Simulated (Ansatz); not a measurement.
The starting structures come from a database of crystals and need not be the phases stable at ambient conditions.

 Where the default PAW files enter, the runs use the earlier of Ansatz's two default sets.

By PBEsol, the system below comes out a metal.

A figure of merit of an interconnect metal is its ballistic conductance per area.

```
TaS2
1.0
    3.30210     0.00000     0.00000
   -1.65105    13.22621     0.72329
    1.65105     0.46400     2.82181
Ta S
2 4
Direct
  0.41667   0.75000   0.91667
  0.58333   0.25000   0.08333
  0.62881   0.62881   0.37119
  0.37119   0.37119   0.62881
  0.12881   0.12881   0.87119
  0.87119   0.87119   0.12881
```

Space group of this cell: P6_3/mmc. The cell was relaxed by PBE-D3(BJ); by PBEsol its mean pressure is -1.0 GPa.

The current flows along the normal of the first two printed cell vectors, the (101) plane of the conventional cell. No spin-orbit coupling; the value is a mean over 0.1 eV about the Fermi level.

Question: Predict the ballistic conductance per area from PBEsol in Ansatz (an electronic-structure program).

Answer: 0.53 × 10¹⁵ S/m² for both spins.
